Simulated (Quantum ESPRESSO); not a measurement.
Band structure of HfSO (P4/nmm, 6 atoms in the cell).

```
CELL_PARAMETERS angstrom
      3.57654     0.00000     0.00000
      0.00000     3.57654     0.00000
      0.00000     0.00000     6.36312
ATOMIC_POSITIONS crystal
  Hf 0.50000 0.00000 0.19648
  Hf 0.00000 0.50000 0.80352
  S  0.50000 0.00000 0.62740
  S  0.00000 0.50000 0.37260
  O  0.00000 0.00000 0.00000
  O  0.50000 0.50000 0.00000
```

Method of the run: LDA (PZ), GBRV 1.5 ultrasoft (LDA) pseudopotentials (plane waves; Quantum ESPRESSO).

Settings: ecutwfc = 40 Ry; ecutrho = 320 Ry; occupations = smearing; smearing = gaussian; degauss = 0.000734986 Ry; potentials = {Hf: hf_lda_v1.uspp.F.UPF, S: s_lda_v1.4.uspp.F.UPF, O: o_lda_v1.2.uspp.F.UPF}; K_POINTS = automatic 8 8 4 0 0 0; nbnd = 36; conv_thr = 1e-11 Ry.

The starting cell comes from a database of computed structures (which also holds hypothetical and non-ambient phases and stackings), without a prior relaxation at this level. Spin-orbit coupling is off.

Predict the gap along the standard path and the places of the band edges.

The gap along the path is 0.96 eV, direct at Γ to within 0.01 eV.

Levels in eV from the top of the valence band on the SCF mesh, bands 21 to 28:
```tsv
point	21	22	23	24	25	26	27	28
Γ	-2.89	-1.15	0.00	0.00	0.96	2.18	2.39	3.12
X	-2.14	-2.14	-1.34	-1.34	2.86	2.86	3.34	3.34
M	-2.49	-2.49	-2.13	-2.13	3.47	3.47	5.28	5.28
Z	-1.89	-1.89	-0.39	-0.39	1.72	2.32	2.46	2.93
R	-1.83	-1.83	-0.86	-0.86	2.97	2.97	3.01	3.01
A	-2.32	-2.32	-2.19	-2.19	4.00	4.00	4.09	4.09
```
